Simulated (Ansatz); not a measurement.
Start from ScAl3 in the Cu3Au type structure (space group Pm-3m, No. 221; a = 4.072 Å). Axes: x, y, z lie along the cube axes.

Level of theory: PBEsol (Ansatz, a quantum-chemistry and plane-wave program, PAW, spin-orbit coupling left out).

It is then changed as follows: the cell is scaled by 1.0295 in all directions; the atoms relax in the strained cell.

Task: Predict the stress tensor and what it implies for the stiffness.

Result: Stress of the strained cell less that of the base (GPa, compression positive):
```
   -6.7     0.0     0.0
    0.0    -6.7     0.0
    0.0     0.0    -6.7
```

Then B = −ΔP/(ΔV/V₀) with ΔV/V₀ = 0.0911 gives secant stiffness values (nonlinear terms included at this strain): B ≈ 73 GPa.

As a check, the harmonic strain energy −½ V₀ Δσ:ε is 31 meV/atom; the computed energy rise is 35 meV/atom.

Stability against distortions was not tested. The final runs are not spin-polarised.
